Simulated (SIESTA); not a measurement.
**Input and output of a self-consistent single point for HgTe (R3m, 2 atoms in the cell) (SIESTA)**

Method of the run: GGA PBEsol, numerical atomic orbitals TZP, PseudoDojo PBEsol standard norm-conserving potentials (rewritten from UPF to PSML) (SIESTA 5.4.2).

Input:

```
# files in the folder: Hg.psml Te.psml (PseudoDojo PBEsol standard)
SystemName  HgTe
SystemLabel hgte

NumberOfAtoms                2
NumberOfSpecies              2
%block ChemicalSpeciesLabel
  1 80 Hg
  2 52 Te
%endblock ChemicalSpeciesLabel
LatticeConstant              1.0 Ang
%block LatticeVectors
     0.000000000    3.213850000    3.213850000
     3.213850000    0.000000000    3.213850000
     3.213850000    3.213850000    0.000000000
%endblock LatticeVectors
AtomicCoordinatesFormat      Fractional
%block AtomicCoordinatesAndAtomicSpecies
     0.004491000    0.004491000    0.004491000  1
     0.250000000    0.250000000    0.250000000  2
%endblock AtomicCoordinatesAndAtomicSpecies

XC.functional                GGA
XC.authors                   PBEsol
PAO.BasisSize                TZP
PAO.EnergyShift              0.01 Ry
MeshCutoff                   350 Ry
%block kgrid.MonkhorstPack
    3   0   0  0.0
    0   3   0  0.0
    0   0   3  0.0
%endblock kgrid.MonkhorstPack
OccupationFunction           FD
ElectronicTemperature        116.05 K

MaxSCFIterations             150
SCF.Mixer.Method             Pulay
SCF.Mixer.Weight             0.25
SCF.Mixer.History            8
SCF.DM.Tolerance             1.0E-04
Diag.ParallelOverK           true
WriteForces                  true
```

Output (repeated stretches shortened):

```
reinit: Reading from file input.fdf

reinit: System Name: HgTe
reinit: System Label: hgte

coor:   Atomic-coordinates input format  =     Fractional

siesta: Atomic coordinates (Bohr) and species
siesta:      0.05455   0.05455   0.05455  1        1
siesta:      3.03665   3.03665   3.03665  2        2

siesta: System type = bulk

initatomlists: Number of atoms, orbitals, and projectors:      2    47    58

siesta: ******************** Simulation parameters ****************************
redata: Spin configuration                          = none
redata: Time-Reversal Symmetry                      = T
redata: Number of Atomic Species                    =        2
redata: Mesh Cutoff                                 =   350.0000 Ry
redata: Net charge of the system                    =     0.0000 |e|
redata: Min. number of SCF Iter                     =        0
redata: Max. number of SCF Iter                     =      150
redata: SCF convergence failure will abort job
redata: SCF mix quantity                            = Hamiltonian
redata: Mix DM or H after convergence               =   F
redata: Recompute H after scf cycle                 =   F
redata: Mix DM in first SCF step                    =   T
redata: No kicks to SCF
redata: DM Mixing Weight for Kicks                  =     0.5000
redata: Require Harris convergence for SCF          =   F
redata: Harris energy tolerance for SCF             =     0.000100 eV
redata: Require DM convergence for SCF              =   T
redata: DM tolerance for SCF                        =     0.000100
redata: Require EDM convergence for SCF             =   F
redata: EDM tolerance for SCF                       =     0.001000 eV
redata: Require H convergence for SCF               =   T
redata: Hamiltonian tolerance for SCF               =     0.001000 eV
redata: Require (free) Energy convergence for SCF   =   F
redata: (free) Energy tolerance for SCF             =     0.000100 eV
redata: Using DFT-D3 dispersion                     =   F
redata: Using Saved Data (generic)                  =   F
redata: Method of Calculation                       = Diagonalization
redata: Electronic Temperature                      =   116.0500 K
redata: Number of TDED substeps                     =        3
redata: Dynamics option                             = Single-point calculation
redata: Save all siesta data in one NC              =   F
redata: ***********************************************************************

%block SCF.Mixers
  Pulay
%endblock SCF.Mixers

%block SCF.Mixer.Pulay
  # Mixing method
  method pulay
  variant stable

  # Mixing options
  weight 0.2500
  weight.linear 0.2500
  history 8
%endblock SCF.Mixer.Pulay

DM_history_depth set to one: no extrapolation allowed by default for geometry relaxation
Size of DM history Fstack: 1
Total number of electrons:    36.000000
Total ionic charge:    36.000000

* ProcessorY, Blocksize:    1  48

* Orbital distribution balance (max,min):    47    47

 Kpoints in:           18 . Kpoints trimmed:           14

siesta: k-grid: Number of k-points = 14
siesta: k-points from Monkhorst-Pack grid
siesta: k-cutoff (effective) =     6.818 Ang
siesta: k-point supercell and displacements
siesta: k-grid:     3     0     0      0.000
siesta: k-grid:     0     3     0      0.000
siesta: k-grid:     0     0     3      0.000

diag: Algorithm                                     = D&C
diag: Parallel over k                               =   F
diag: Use parallel 2D distribution                  =   F
diag: Parallel block-size                           = 48
diag: Parallel distribution                         =     1 x     1
diag: Used triangular part                          = Lower
diag: Absolute tolerance                            =  0.100E-15
diag: Orthogonalization factor                      =  0.100E-05
diag: Memory factor                                 =  1.0000

superc: Internal auxiliary supercell:     5 x     5 x     5  =     125
superc: Number of atoms, orbitals, and projectors:    250   5875   7250

                        Single-point calculation

superc: Internal auxiliary supercell:     5 x     5 x     5  =     125
superc: Number of atoms, orbitals, and projectors:    250   5875   7250

outcell: Unit cell vectors (Ang):
        0.000000    3.213850    3.213850
        3.213850    0.000000    3.213850
        3.213850    3.213850    0.000000

outcell: Cell vector modules (Ang)   :    4.545070    4.545070    4.545070
outcell: Cell angles (23,13,12) (deg):     60.0000     60.0000     60.0000
outcell: Cell volume (Ang**3)        :     66.3906
new_DM -- step:     1
Initializing Density Matrix...

Attempting to read DM from file... Failed...
DM filled with atomic data:

InitMesh: MESH = 48 x 48 x 48 = 110592
InitMesh: Mesh cutoff (required, used) =   350.000   462.375 Ry

stepf: Fermi-Dirac step function

        iscf     Eharris(eV)        E_KS(eV)     FreeEng(eV)     dDmax    Ef(eV) dHmax(eV)
   scf:    1    -7286.189824    -7340.174277    -7340.177547  0.860655  0.690833 41.559376
   scf:    2    -7392.065712    -7374.328268    -7374.328268  0.831457 -1.484165  7.825150
   scf:    3    -7375.659569    -7375.131539    -7375.131539  0.228245 -1.871889  2.387425
   scf:    4    -7374.788970    -7375.064966    -7375.064972  0.206632 -2.355860  2.976749
   scf:    5    -7375.278486    -7375.197620    -7375.197620  0.125091 -2.217922  0.527834
   scf:    6    -7375.204693    -7375.202596    -7375.202596  0.025954 -2.187970  0.032208
   scf:    7    -7375.202595    -7375.202598    -7375.202598  0.001721 -2.193306  0.032170
   scf:    8    -7375.202612    -7375.202612    -7375.202612  0.001217 -2.197394  0.008590
   scf:    9    -7375.202614    -7375.202613    -7375.202613  0.000288 -2.196811  0.001740
   scf:   10    -7375.202613    -7375.202613    -7375.202613  0.000119 -2.196645  0.001102
   scf:   11    -7375.202613    -7375.202613    -7375.202613  0.000045 -2.196704  0.000088

SCF Convergence by DM+H criterion
max |DM_out - DM_in|         :     0.0000445995
max |H_out - H_in|      (eV) :     0.0000879300
SCF cycle converged after 11 iterations

Using DM_out to compute the final energy and forces

siesta: E_KS(eV) =            -7375.2026

siesta: E_KS - E_eggbox =     -7375.2026

siesta: Atomic forces (eV/Ang):
     1   -0.157781   -0.157781   -0.157781
     2    0.160268    0.160268    0.160268
   Tot    0.002487    0.002487    0.002487
   Max    0.160268
   Res    0.159029    sqrt( Sum f_i^2 / 3N )
   Max    0.160268    constrained

Stress tensor Voigt[x,y,z,yz,xz,xy] (kbar):        2.94        2.94        2.94       -4.28       -4.28       -4.28
(Free)E + p*V (eV/cell)    -7375.3243
Target enthalpy (eV/cell)    -7375.2026

siesta: Program's energy decomposition (eV):
siesta: Ebs     =     -1174.291126
siesta: Eions   =      9073.209187
siesta: Ena     =       801.811588
siesta: Ekin    =      2846.493671
siesta: Enl     =      -641.511883
siesta: Eso     =         0.000000
siesta: Edftu   =         0.000000
siesta: DEna    =        93.896405
siesta: DUscf   =         6.325973
siesta: DUext   =         0.000000
siesta: Ex      =     -1322.487976
siesta: Ec      =       -86.521205
siesta: Exc     =     -1409.009180
siesta: Eharris =     -7375.202613
siesta: Etot    =     -7375.202613
siesta: FreeEng =     -7375.202613

siesta: Atomic forces (eV/Ang):
siesta:      1   -0.157781   -0.157781   -0.157781
siesta:      2    0.160268    0.160268    0.160268
siesta: ----------------------------------------
siesta:    Tot    0.002487    0.002487    0.002487

siesta: Stress tensor (static) (eV/Ang**3):
siesta:     0.001832   -0.002674   -0.002674
siesta:    -0.002674    0.001832   -0.002674
siesta:    -0.002674   -0.002674    0.001832

siesta: Cell volume =         66.390632 Ang**3

siesta: Pressure (static):
siesta:                Solid            Molecule  Units
siesta:          -0.00001996         -0.00006112  Ry/Bohr**3
siesta:          -0.00183229         -0.00561219  eV/Ang**3
siesta:          -2.93565229         -8.99171766  kBar
```

The run converged in 11 iterations.

The starting cell has typed, rounded lattice constants, without a prior relaxation at this level. Its lattice was rescaled by up to half a per cent. One atom was moved a little off its site on purpose. Values carry the incompleteness of an atom-centred basis.
